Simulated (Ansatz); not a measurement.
The reference is MgO in the rock salt structure (space group Fm-3m, No. 225; a = 4.214 Å).

Levels (all Ansatz, a quantum-chemistry and plane-wave program, PAW): PBEsol (420 eV, no spin-orbit coupling); r2SCAN (500 eV, scalar-relativistic without spin-orbit coupling); HSE06 (420 eV, without spin-orbit coupling).

At the geometry relaxed with PBEsol, these levels gave the following band gaps, in shuffled order: (a) 6.47 eV, (b) 5.61 eV, (c) 4.62 eV.

**Question.** Match each gap to its level.

**Answer.** (a) HSE06; (b) r2SCAN; (c) PBEsol.

Single points use the geometry relaxed with PBEsol. Whether these cells are dynamically stable was not tested. The base started in Pnma and relaxed to Fm-3m at this level.
